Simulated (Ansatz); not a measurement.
The parent structure is CdSe in the zinc blende structure (space group F-43m, No. 216; a = 6.0075 Å). Axes: x, y, z lie along the cube axes.

Computed with LDA in Ansatz (plane waves to 420 eV, PAW, no SOC).

Base values:

```
Quantity                Result
-------------  ---------------
Electron mass  0.041 mₑ (at Γ)
```

The change: the cell is stretched by 1.50 % along z with no lateral relaxation; the atoms relax in the strained cell.

Problem. What does the calculation give for the electron mass after the change?

Solution. The electron mass goes from 0.041 mₑ (at Γ) to 0.041 mₑ along z, 0.037 mₑ across (at Γ).

Problem. Predict the new energy relative to the base.

Solution. The energy goes up by 1.3 meV/atom.

The levels and masses belong to the bands next to the band gap. Masses are band curvatures over ±0.01 Å⁻¹ around the edge. No phonon test of stability was made.

Ansatz is an electronic-structure program.
